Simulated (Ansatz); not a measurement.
The reference is NbN in the rock salt structure (space group Fm-3m, No. 225; a = 4.4220 Å; relaxed with 0.1 eV smearing). Axes: x, y, z lie along the cube axes.

Method: PBE (Ansatz, a first-principles code, PAW, spin-orbit coupling left out), earlier PAW set.

Perturbation: an isotropic linear strain of −1.63 %; the atoms relax in the strained cell.

Question: Predict the stress tensor and what it implies for the stiffness.

Answer: Stress of the strained cell less that of the base (GPa, compression positive):
```
   16.8     0.0     0.0
    0.0    16.8     0.0
    0.0     0.0    16.8
```

Then B = −ΔP/(ΔV/V₀) with ΔV/V₀ = -0.0481 gives secant stiffness values (nonlinear terms included at this strain): B ≈ 350 GPa.

As a check, the harmonic strain energy −½ V₀ Δσ:ε is 28 meV/atom; the computed energy rise is 26 meV/atom.

Stability against distortions was not tested. The final runs are not spin-polarised.
